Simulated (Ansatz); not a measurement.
A relaxation of the atoms of LaCu (Pm, 8 atoms in the cell) with Ansatz (an electronic-structure program).

Method: LDA (PW92), default PAW files made with PBE (plane waves; Ansatz).

The change in words: one atom moved by 0.15 angstrom; relax: default → atoms; relax.f_tol: default → 0.05 eV/Å. Reference geometry:
```
LaCu
1.0
    7.55284     0.00000     0.00000
    0.00000     4.60795     0.00000
    0.00000     0.00000     5.60478
La Cu
4 4
Direct
  0.67608   0.25000   0.39430
  0.32392   0.75000   0.60570
  0.82392   0.75000   0.89430
  0.17608   0.25000   0.10570
  0.53201   0.25000   0.89602
  0.46799   0.75000   0.10398
  0.96799   0.75000   0.39602
  0.03201   0.25000   0.60398
```

Reference input (self-consistent single point, DFT, LDA (PW92), plane waves, default PAW files made with PBE): basis.ecutwfc = 420 eV; kpoints.mp_grid.grid = 3 5 4; hamiltonian.xc = lda; hamiltonian.pseudopotentials = {kind: paw} (the program's default PAW files); scf.occupations.method = gaussian; scf.occupations.width = 0.1 eV. This run's input differs from it in these lines:

```diff
@@ -6,3 +6,3 @@
   atoms:
-    - { symbol: La, position: [0.67608000, 0.25000000, 0.39430000] }
+    - { symbol: La, position: [0.67608000, 0.25000000, 0.42106300] }
     - { symbol: La, position: [0.32392000, 0.75000000, 0.60570000] }
@@ -27,2 +27,4 @@
     width: 0.1
+relax:
+  f_tol: 0.05
 output:
```

Output, abridged:

```
   [... SCF lines of the steps left out ...]
relax step   1: F+E_penalty+E_count = -50528.17070123 eV  Δ(F+E_penalty+E_count) = +0.000e0 eV  max|allowed force component| = 6.073e-1 eV/Å  Δτ_max = 0.0000 Å  (8 SCF iters, dr2 threshold 6.25e-5 eV, accepted)
relax step   2: F+E_penalty+E_count = -50528.21743043 eV  Δ(F+E_penalty+E_count) = -4.673e-2 eV  max|allowed force component| = 2.796e-1 eV/Å  Δτ_max = 0.1801 Å  (7 SCF iters, dr2 threshold 2.30e-5 eV, accepted)
relax step   3: F+E_penalty+E_count = -50528.23359847 eV  Δ(F+E_penalty+E_count) = -1.617e-2 eV  max|allowed force component| = 2.137e-2 eV/Å  Δτ_max = 0.0755 Å  (8 SCF iters, dr2 threshold 4.89e-6 eV, accepted)
relax step   4: F+E_penalty+E_count = -50528.23360265 eV  Δ(F+E_penalty+E_count) = -4.183e-6 eV  max|allowed force component| = 2.136e-2 eV/Å  Δτ_max = 0.0000 Å  (4 SCF iters, accepted)
the relaxation is at rest under the 2 symmetry operations that the run kept from its start: a minimum is not shown …
Stability not checked: this state was not tested for a lower state beside it, because too few of the mixer's solves of this state at the end of the SCF gave a …
Free energy (F): -50528.233603 eV
Internal energy: -50528.202277 eV  (E = F + TS)
E sigma→0 (E₀):  -50528.217940 eV
Entropy (-TS):   -0.031325 eV (-3.916 meV/atom)
Fermi energy:    12.212495 eV
--- Forces (eV/Å), atoms counted from 1 ---
  atom   1  La     0.01112001     0.00000000     0.00567832
   [... lines left out ...]
    - { symbol: La, position: [0.18055467584365462, 0.25, 0.11306699751680797] }
    - { symbol: Cu, position: [0.5340024847509209, 0.25, 0.9012106219804358] }
    - { symbol: Cu, position: [0.46552595020580456, 0.75, 0.10454589394168538] }
    - { symbol: Cu, position: [0.9658576927751271, 0.75, 0.40255305546638326] }
    - { symbol: Cu, position: [0.03421615305652576, 0.25, 0.6051357431375867] }
```

The run converged. 

Summary of the result:
- Free energy E − TS (on the zero of these files) = -50528.2336 eV
- Fermi level (on the code's own zero) = 12.21 eV
- Pressure = -4.05 GPa
- Largest force (vector length) = 0.022 eV/Å
- Relaxation steps = 4

The starting cell comes from a database of computed structures (which also holds hypothetical and non-ambient phases and stackings), without a prior relaxation at this level. Its lattice was rescaled by up to half a per cent. For this run, on top of that: one atom moved by 0.15 angstrom. Spin polarisation is off. Ansatz's pressure includes its estimate of the finite-basis (Pulay) stress.

Cost on one core of a shared machine: roughly 2 min.

Keys are those of Ansatz 0.2.
